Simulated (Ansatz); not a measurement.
The parent structure is MgF$_{2}$ in the rutile structure (space group P4_2/mnm, No. 136; a = 4.626 Å, c = 3.049 Å).

Level of theory: Kohn–Sham DFT with the r2SCAN functional, run in Ansatz (a program for electronic structure) with PAW and 500 eV plane waves, no spin-orbit coupling, earlier PAW set.

For the base:

The valence-band top at Γ is 0.00, -0.32, -0.32 eV. The shortest interatomic distance is 198.2 pm. The band gap is 8.06 eV.

Now apply this change: a negative pressure, −2 GPa.

Task: What does the calculation give for the valence-band top at Γ, shortest interatomic distance and band gap after the change?

Result: The valence-band top at Γ (three highest levels, from the VBM) goes from 0.00, -0.32, -0.32 eV to 0.00, -0.31, -0.31 eV; the shortest interatomic distance grows by 1.7 pm, from 198.2 pm to 199.9 pm; the band gap drops by 0.14 eV to 7.92 eV.

Load acts through the strain it causes; cell and atoms are relaxed under it. Gaps are read on the SCF mesh and a high-symmetry path. Whether these cells are dynamically stable was not tested.
